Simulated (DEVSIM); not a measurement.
Device: Schottky contact on p-type Ge, at 300 K.

Layer 1 from the left is Ge, thickness (μm) 0.360, Na (cm⁻³) 3.6e16, τn (s) 1.8e-5, τp (s) 1.8e-5.

Left contact: Schottky, work function 4.274 eV, emission velocity 1e7 cm/s. Right contact: ohmic. Voltage is applied to the left contact. Recombination: SRH at mid-gap, Auger. Mobility is constant in doping.

Constants are typed, rounded textbook-type inputs, not results; the design itself was drawn at random and stands for no fabricated device. Values at 300 K.

Ge: gap (eV) 0.664, affinity (eV) 4, permittivity 16, Nc (cm⁻³) 1.04e19, Nv (cm⁻³) 6e18, μn (cm²/Vs) 3900, μp (cm²/Vs) 1900, Cn (cm⁶/s) 1e-31, Cp (cm⁶/s) 1e-31.

DEVSIM, 1D drift-diffusion, Boltzmann statistics, complete ionisation; no tunnelling, impact ionisation, image-force lowering or self-heating. Metal contacts follow the ideal Schottky-Mott rule: no Fermi-level pinning, no interface dipoles.

Task: What does the simulation give for the dark forward voltage at 100 A/cm², the potential step across the device at zero bias?

Result: dark forward voltage at 100 A/cm² 0.099 V; potential step across the device at zero bias 0.258 V.
